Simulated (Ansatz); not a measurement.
## Worked example: self-consistent single point of SrHI (P4mm, 6 atoms in the cell) in Ansatz

Method: PBEsol, default PAW files made with PBE (plane waves; Ansatz, a program for electronic structure).

Input:

Ansatz 0.2 input:
```yaml
crystal:
  lattice:
    - [4.302439, 0.000000, 0.000000]
    - [0.000000, 4.302439, 0.000000]
    - [0.000000, 0.000000, 9.125103]
  atoms:
    - { symbol: Sr, position: [0.000000, 0.500000, 0.150159] }
    - { symbol: Sr, position: [0.500000, 0.000000, 0.855320] }
    - { symbol: H, position: [0.500000, 0.500000, 0.000000] }
    - { symbol: H, position: [0.000000, 0.000000, 0.000000] }
    - { symbol: I, position: [0.000000, 0.500000, 0.684770] }
    - { symbol: I, position: [0.500000, 0.000000, 0.315230] }
basis:
  ecutwfc: 30.9 Ry
kpoints:
  mp_grid: { grid: [5, 5, 2] }
hamiltonian:
  xc: pbesol
  pseudopotentials: { kind: paw }
scf:
  occupations: { method: fixed }
output:
  forces: true
  eigenvalues: true
  stress: true
```

Log, with long lists cut:

```
WARN ansatz: RAYON_NUM_THREADS=1 ignored (pool sized by the plan → 1); use --threads N
Pseudopotentials: kind: paw
Pseudopotential: Sr, paw, valence charge 10
Pseudopotential: H, paw, valence charge 1
Pseudopotential: I, paw, valence charge 17
Crystal: 6 atoms, lattice volume = 168.915 Å³
Basis set: ecut = 420.4159175005146 eV, 3263 PW (Γ), exchange–correlation on 60×60×128 points (8 copies of the dense FFT grid, shifted against one another)
Bands: 34, of which v1, the nominal top of the filled ones, is band 28 counted from 1 (27 counted from 0)
Symmetry: 8 space group operations
Space group: P4mm (ITA 99), of the structure as read, at distance tolerance 5.5e-5 Å
k-points: 12 of 50
PAW frozen core: Sr, regenerated for the run's functional, and the local potential with it
PAW frozen core: I, regenerated for the run's functional, and the local potential with it
Initial density: superposition of atomic densities (neutral atoms: chi_scale 0, normalization atom), corrected by the library's trained network
Initial wavefunctions: pseudopotential atomic-orbital guess
Eigensolver: davidson
Functional: x = pbesol(κ = 0.804, μ = 0.12345679012345678), c = pbesol(β = 0.046)
SCF iter   1: F=—  HF=-21887.459813 eV  |F-HF|=—  |Δ(HF+E_count)|=         —  Δρ=4.24e-3  dr2=3.12e-2  ethr=1.77e-3  ⟨swp⟩=6.9  Hψ=1692  notcnv=0  defer=43
all-band conjugate gradients solve this SCF's bands
preconditioner: auto → Resta (q_TF=auto, 2.270 Å⁻¹)
SCF iter   2: F=—  HF=-21887.454117 eV  |F-HF|=—  |Δ(HF+E_count)|=   5.70e-3  Δρ=1.87e-3  dr2=5.36e-3  ethr=5.57e-5  ⟨swp⟩=3.0  Hψ=766  notcnv=0  defer=48
SCF iter   3: F=—  HF=-21887.453567 eV  |F-HF|=—  |Δ(HF+E_count)|=   5.50e-4  Δρ=3.06e-4  dr2=2.32e-4  ethr=9.56e-6  ⟨swp⟩=3.0  Hψ=537  notcnv=0  defer=48
SCF iter   4: F=—  HF=-21887.453638 eV  |F-HF|=—  |Δ(HF+E_count)|=   7.12e-5  Δρ=1.15e-4  dr2=1.98e-5  ethr=4.14e-7  ⟨swp⟩=2.3  Hψ=576  notcnv=0  defer=48
SCF iter   5: F=—  HF=-21887.453651 eV  |F-HF|=—  |Δ(HF+E_count)|=   1.22e-5  Δρ=1.95e-5  dr2=7.53e-7  ethr=3.53e-8  ⟨swp⟩=2.2  Hψ=602  notcnv=0  defer=48
SCF iter   6: F=-21887.453652 eV  HF=-21887.453651 eV  |F-HF|=8.99e-8  |Δ(HF+E_count)|=   8.88e-7  Δρ=6.09e-6  dr2=6.85e-8  ethr=1.79e-10  ⟨swp⟩=19.8  Hψ=3149  notcnv=0
SCF 1 converged in 6 iterations: F = -21887.453652 eV  dr2 = 6.85e-8
SCF converged after 6 iterations
Free energy (F): -21887.453652 eV
Harris-Foulkes:  -21887.453651 eV  (|F-HF|=8.99e-8)
Internal energy: -21887.453652 eV  (E = F + TS)
E sigma→0 (E₀):  -21887.453652 eV
Fermi energy:    4.763668 eV
--- Per-component energies (eV) ---
  E_band       = -999.370381
  E_kinetic    = 892.905236
  E_local      = -5585.013548  (includes V_loc(G=0)·N_el)
  E_nonlocal   = 232.064899
  E_hartree    = 2491.709646
  E_xc         = -614.774836
  E_vxc        = -602.215535  (∫ρ·V_xc dr)
  E_paw        = -14764.117802  (= ΣΔE_a)
  E_vpaw       = -920.536331  (= ΣTr[D̂ρ^β])
  E_aug_tail   = -0.002164  (compensation charges beyond the density's cutoff)
  E_ewald      = -4541.318061
  E_core_change = 1.092979  (= ΣΔE_core)
  E_smearing   = -0.000000  (= −TS)
  E_closure    = 0.000000  (closes the sum)
  Σ components = -21887.453652   (vs F -21887.453652, Δ=0.00e0)
--- Forces (eV/Å), atoms counted from 1 ---
  atom   1  Sr     0.00000000     0.00000000    -0.20014525
  atom   2  Sr    -0.00000000     0.00000000     0.05071875
  atom   3  H     -0.00000000     0.00000000     0.05249793
  atom   4  H      0.00000000     0.00000000     0.05249793
  atom   5  I      0.00000000     0.00000000     0.11543017
  atom   6  I      0.00000000     0.00000000    -0.07096926
  max |Σ_I F_I| component: 3.03e-5 eV/Å
--- Stress (GPa, compression-positive) ---
       -1.756109       0.000000       0.000000
        0.000000      -1.756109       0.000000
        0.000000       0.000000      -1.379110
  P = ⅓ Tr σ = -1.6304 GPa (-16.304 kbar)
  The stress holds the Pulay correction. Without it, at fixed plane waves, as pw.x and ABINIT print it: P = -1.6598 GPa
--- Band table (eV; the first three rows and the last of 12) ---
  k-point 0: bands = ["-38.9025", "-38.8988", "-38.8866", "-38.8866", "-38.8816", "-38.8046", "-38.8011", "-38.7916", "-38.7916", "-38.7875", "-29.0449", "-28.9669", "-11.1972", "-11.0368", "-11.0368", "-11.0319", "-10.9296", "-10.9296", "-6.8195", [...]
  k-point 1: bands = ["-38.9026", "-38.8988", "-38.8866", "-38.8866", "-38.8816", "-38.8046", "-38.8011", "-38.7916", "-38.7916", "-38.7875", "-29.0449", "-28.9669", "-11.1958", "-11.0367", "-11.0367", "-11.0337", "-10.9296", "-10.9296", "-6.7883", [...]
  k-point 2: bands = ["-38.9026", "-38.8987", "-38.8866", "-38.8866", "-38.8816", "-38.8046", "-38.8010", "-38.7917", "-38.7916", "-38.7875", "-29.0427", "-28.9656", "-11.1828", "-11.1223", "-11.0273", "-11.0066", "-10.9776", "-10.9295", "-6.7251", [...]
  k-point 11: bands = ["-38.9028", "-38.8981", "-38.8867", "-38.8867", "-38.8814", "-38.8048", "-38.8005", "-38.7917", "-38.7917", "-38.7873", "-29.0343", "-28.9589", "-11.1766", "-11.1654", "-11.1080", "-11.0362", "-11.0118", "-11.0022", "-6.4939", [...]
```

The run converged in 6 iterations.

The starting cell comes from a database of computed structures (which also holds hypothetical and non-ambient phases and stackings), without a prior relaxation at this level. Its lattice was rescaled by up to half a per cent. One atom was moved a little off its site on purpose. Spin-orbit coupling is off. Ansatz's pressure includes its estimate of the finite-basis (Pulay) stress.
